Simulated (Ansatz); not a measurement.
# Response to strain in Lu

The reference is Lu in the hcp (Mg type) structure (space group P6_3/mmc, No. 194; a = 3.506 Å, c = 5.482 Å; relaxed with 0.1 eV smearing).

Strains are applied to the cell and any free atomic positions relax.

Level of theory: Ansatz (a quantum-chemistry and plane-wave program) PBE, scalar-relativistic without spin-orbit coupling.

Candidates:
(a) isotropic strain +2.00 %
(b) isotropic strain +1.50 %
(c) isotropic strain +2.50 %

Notes on the quantities. energy relative to the base: free energy F.

**Question.** Order them by energy relative to the base, highest first.

**Answer.** (c) isotropic strain +2.50 % (+22 meV/atom), (a) isotropic strain +2.00 % (+14 meV/atom), (b) isotropic strain +1.50 % (+8.2 meV/atom)

Whether these cells are dynamically stable was not tested.
